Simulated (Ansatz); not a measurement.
CdS: pressure series

Base system: CdS in the zinc blende structure (space group F-43m, No. 216; a = 5.9271 Å).

Cell and atoms are relaxed at each pressure.

Levels (all Ansatz, a quantum-chemistry and plane-wave program, PAW, earlier PAW set): PBE (420 eV, no SOC); r2SCAN (500 eV, without spin-orbit coupling).

The base cell above is that of PBE; each level relaxes its own structures.

```json
[
 {"case": "pressure −2 GPa", "shift of the gap caused by the change, PBE": "-0.09 eV", "shift of the gap caused by the change, r2SCAN": "-0.08 eV"},
 {"case": "pressure −1 GPa", "shift of the gap caused by the change, PBE": "-0.04 eV", "shift of the gap caused by the change, r2SCAN": "-0.04 eV"},
 {"case": "pressure 3 GPa", "shift of the gap caused by the change, PBE": "+0.11 eV", "shift of the gap caused by the change, r2SCAN": "+0.10 eV"},
 {"case": "pressure 7 GPa", "shift of the gap caused by the change, PBE": "+0.22 eV", "shift of the gap caused by the change, r2SCAN": "+0.21 eV"},
 {"case": "pressure 15 GPa", "shift of the gap caused by the change, PBE": "+0.38 eV", "shift of the gap caused by the change, r2SCAN": "+0.36 eV"},
 {"case": "pressure 30 GPa", "shift of the gap caused by the change, PBE": "+0.55 eV", "shift of the gap caused by the change, r2SCAN": "+0.54 eV"},
 {"case": "pressure 50 GPa", "shift of the gap caused by the change, PBE": "+0.67 eV", "shift of the gap caused by the change, r2SCAN": "+0.66 eV"},
 {"case": "pressure 75 GPa", "shift of the gap caused by the change, PBE": "+0.74 eV", "shift of the gap caused by the change, r2SCAN": "+0.74 eV"},
 {"case": "pressure 100 GPa", "shift of the gap caused by the change, PBE": "+0.76 eV", "shift of the gap caused by the change, r2SCAN": "+0.78 eV"}
]
```

The two levels differ by at most about 0.02 eV. They put the cases in the same order.

Load acts through the strain it causes; cell and atoms are relaxed under it. Stability against distortions was not tested. Tetrahedral semiconductors of this kind turn to denser phases somewhere between about 1 and 50 GPa; those were not computed, so compressed cells here can lie past the real transition.
